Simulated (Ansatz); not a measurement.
# A computed series for hypothetical CsCl type MoP: pressure series

Start from MoP in the CsCl type structure (space group Pm-3m, No. 221; a = 2.975 Å; a hypothetical phase, not in the database extracts checked).

Cell and atoms are relaxed at each pressure.

Calculations: plane-wave PAW DFT at the PBEsol level (Ansatz, a program for electronic structure, 420 eV), no SOC.

```tsv
pressure (GPa)	volume per atom (Å³/atom)
-1	13.211
0	13.159
0.3	13.144
0.7	13.123
1.5	13.083
3	13.010
5	?
7.5	12.802
10	12.693
```

Fit the third-order Birch–Murnaghan form P(V) = (3B₀/2)[(V₀/V)^(7/3) − (V₀/V)^(5/3)]·[1 + (3/4)(B₀′ − 4)((V₀/V)^(2/3) − 1)] (squares taken in P) to the rows shown and predict the withheld row.

Least squares on the printed values gives V₀ = 13.159 Å³/atom, B₀ = 257 GPa, B₀′ = 4.3; this predicts 12.915 Å³/atom, and the run gives 12.915 Å³/atom, in agreement.

Load acts through the strain it causes; cell and atoms are relaxed under it. Whether these cells are dynamically stable was not tested. No other phases were tried under pressure. The final runs are not spin-polarised. An odd electron count without spin: MoP.
